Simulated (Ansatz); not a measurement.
The parent structure is InP in the zinc blende structure (space group F-43m, No. 216; a = 5.960 Å).

Computed with PBE (Ansatz, a quantum-chemistry and plane-wave program; PAW; 420 eV plane waves; no spin-orbit coupling).

Before the change:

- Gap character = direct at Γ
- Electron mass = 0.037 mₑ (at Γ)
- Band gap = 0.44 eV
- Volume per atom = 26.46 Å³

The change: cell and atoms relaxed at a pressure of 0.9 GPa.

Q: Predict the new gap character, electron mass, band gap and volume per atom.

A: The gap character is still direct at Γ; the electron mass becomes 0.043 mₑ (at Γ) (base: 0.037 mₑ (at Γ)); the band gap increases by 0.08 eV, from 0.44 eV to 0.52 eV; the volume per atom drops by 0.382 Å³, from 26.46 Å³ to 26.07 Å³.

Load acts through the strain it causes; cell and atoms are relaxed under it. Masses are band curvatures over ±0.01 Å⁻¹ around the edge. Stability against distortions was not tested.
